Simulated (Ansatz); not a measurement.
The parent structure is Be in the hcp (Mg type) structure (space group P6_3/mmc, No. 194; a = 2.262 Å, c = 3.569 Å; relaxed with 0.1 eV smearing). Axes: x lies along a and z along c of the hexagonal cell.

Method: r2SCAN (Ansatz, an electronic-structure program, PAW, no SOC).

For the base:

- Band gap: zero

Modification: compressive biaxial strain of 1.74 % in the plane normal to [001], as in epitaxy on a mismatched substrate; the out-of-plane cell vector and the atoms relax.

Question: Predict the new band gap and in-plane stress.

Answer: The band gap is still zero; the mean in-plane stress (compression positive) amounts to +6.7 GPa.

Stability against distortions was not tested.
